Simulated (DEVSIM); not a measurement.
Device: Schottky contact on n-type Si, at 300 K.

```csv
layer (left to right),material,thickness (μm),Nd (cm⁻³),τn (s),τp (s)
1,Si,18.0,2.6e16,0.0002,0.0002
```

Left contact: Schottky, work function 4.7 eV, emission velocity 3.4e6 cm/s. Right contact: ohmic. Voltage is applied to the left contact. Recombination: SRH at mid-gap, radiative. Mobility is μmin + (μ − μmin)/(1 + (N/Nref)^α).

The device is made up for the run: typed textbook-type constants, with dimensions and the other settings drawn at random. Values at 300 K.

```tsv
parameter	Si
gap (eV)	1.124
affinity (eV)	4.05
permittivity	11.7
Nc (cm⁻³)	2.86e19
Nv (cm⁻³)	3.1e19
μn (cm²/Vs)	1417
μp (cm²/Vs)	470
μn,min	52
μp,min	45
Nref,n	9.7e16
Nref,p	2.2e17
αn	0.68
αp	0.72
B (cm³/s)	4.7e-15
```

Model (solved in DEVSIM): 1D drift-diffusion, Boltzmann statistics, complete ionisation; no tunnelling, impact ionisation, image-force lowering or self-heating. Metal contacts follow the ideal Schottky-Mott rule: no Fermi-level pinning, no interface dipoles.

The metal work function was swept, all else fixed.

```tsv
metal work function (eV)	dark forward voltage at 1 A/cm² (V)	largest field in the device at zero bias (V/cm)	potential step across the device at zero bias (V)	dark forward voltage at 100 A/cm² (V)
4.55	0.077	48000	0.319	0.239
4.6	0.125	52000	0.369	0.289
4.65	0.175	56000	0.419	0.339
4.7	0.225	60000	0.469	0.389
4.75	0.275	63000	0.519	0.439
4.8	0.325	66000	0.569	0.489
4.85	0.375	69000	0.619	0.539
4.9	0.425	72000	0.669	0.589
```

From the first row to the last the dark forward voltage at 1 A/cm² goes from 0.077 to 0.425. From the first row to the last the largest field in the device at zero bias goes from 48000 to 72000.
